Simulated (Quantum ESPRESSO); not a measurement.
Several settings converged on InSe (Cm, 4 atoms in the cell)

```xyz
4
Lattice="5.8555 -2.0649 0.0000 5.8555 2.0649 0.0000 -1.7318 0.0000 4.7952" Properties=species:S:1:pos:R:3 pbc="T T T"
In    -0.3414     0.0000     4.6206
In    10.3206     0.0000     0.2246
Se     3.3976     0.0000     1.5874
Se     6.5816     0.0000     3.2078
```

Base method: PBEsol, GBRV 1.5 ultrasoft (PBESOL) pseudopotentials (plane waves; Quantum ESPRESSO 7.5).

Base settings: ecutwfc = 40 Ry; ecutrho = 200 Ry; occupations = fixed; potentials = {In: in_pbesol_v1.4.uspp.F.UPF, Se: se_pbesol_v1.uspp.F.UPF}; K_POINTS = automatic 3 3 3 0 0 0; nbnd = 23; conv_thr = 1e-10 Ry; mixing_beta = 0.7.

The count of work is k-points × plane waves × bands × iterations; it is no time. 

**Shifted k-point meshes**

Shifted meshes do not hold Γ, so a gap read on them misses any band edge there.

Only quantities that move along the ladder and can be compared are tabulated.

```tsv
K_POINTS	free energy less the last step's (meV/atom)	pressure (GPa)	largest difference of a force vector from the last step's (eV/Å)	gap on the mesh (eV)	count of work / last
automatic 2 2 1 1 1 1	-88.82	-3.62	0.680	2.032	0.0037
automatic 2 2 2 1 1 1	59.85	-2.05	0.389	1.633	0.0056
automatic 3 3 2 1 1 1	17.52	-2.21	0.081	1.798	0.011
automatic 3 3 3 1 1 1	13.31	-2.32	0.082	1.496	0.019
automatic 4 4 3 1 1 1	3.11	-2.47	0.022	1.233	0.027
automatic 6 6 5 1 1 1	0.35	-2.47	0.002	1.151	0.093
automatic 8 8 7 1 1 1	0.05	-2.48	0.001	1.132	0.24
automatic 10 10 8 1 1 1	0.00	-2.48	0.000	1.146	0.41
automatic 14 14 11 1 1 1	0.00	-2.48	0.000	1.066	1.0
```

Coarsest K_POINTS that holds the pressure within 0.5 GPa of the last step, with all finer ones: automatic 2 2 2 1 1 1, at 0.0056 of the last step's count of work; the step before is off by 1.1 GPa.

Coarsest K_POINTS that holds the free energy within 1 meV/atom of the last step, with all finer ones: automatic 6 6 5 1 1 1, at 0.093 of the last step's count of work; the step before is off by 3.1 meV/atom.

The gap on the mesh jumps up and down from mesh to mesh; it is no smooth measure of convergence.

**The width of Fermi-Dirac smearing**

In this ladder: occupations = smearing; nbnd = default; smearing = fd.

The mesh stays at the base's, so the ladder's end is converged at best in this setting alone.

Only quantities that move along the ladder and can be compared are tabulated; the gap is left out on so coarse a mesh.

```csv
degauss,free energy less the last step's (meV/atom),pressure (GPa),largest difference of a force vector from the last step's (eV/Å)
0.073499 Ry,-503.39,1.85,0.737
0.036749 Ry,-61.49,-1.33,0.217
0.0147 Ry,-1.22,-2.22,0.014
0.0073499 Ry,-0.02,-2.25,0.000
0.00147 Ry,0.00,-2.25,0.000
```

Widest degauss that holds the forces within 0.005 eV/Å of the last step, with all finer ones: 0.0073499 Ry; the step before is off by 0.014 eV/Å.

Widest degauss that holds the free energy within 0.5 meV/atom of the last step, with all finer ones: 0.0073499 Ry; the step before is off by 1.2 meV/atom.

Widest degauss that holds the pressure within 0.5 GPa of the last step, with all finer ones: 0.0147 Ry; the step before is off by 0.93 GPa.

On the base run: the starting cell comes from a database of computed structures (which also holds hypothetical and non-ambient phases and stackings), without a prior relaxation at this level. Its lattice was rescaled by up to half a per cent. One atom was moved a little off its site on purpose. Another mesh or the band path of this cell gives a smaller gap, so this value is not converged in the mesh.
